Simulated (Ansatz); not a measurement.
The parent structure is a 16-atom supercell of Nb₃Sn in the A15 (Cr3Si type) structure (space group Pm-3n, No. 223; a = 5.319 Å) at its relaxed geometry.

All numbers come from Ansatz (a program for electronic structure) PBE, without spin-orbit coupling.

Base values:

| Quantity | Result |
|---|---|
| Mean distance from the defect site to its nearest host atoms | 2.66 Å |
| Pressure | 0.0 GPa |

The change: one Nb atom is removed, atoms relaxed at fixed cell, starting from a slightly rattled geometry.

**Question.** Estimate the effect on the mean distance from the defect site to its nearest host atoms.

**Answer.** The mean distance from the defect site to its nearest host atoms goes up by 0.04 Å (2.66 Å → 2.70 Å).

**Question.** Estimate the effect on the pressure.

**Answer.** The pressure goes from zero to -2.0 GPa.

**Question.** How does this affect the largest displacement of a host atom from its site in the perfect cell?

**Answer.** The largest displacement of a host atom from its site in the perfect cell amounts to 0.11 Å.

In so small a cell the defect repeats every few ångströms: this is an ordered compound, not a dilute defect. The final runs are not spin-polarised. The defect cell is not spin-polarised.
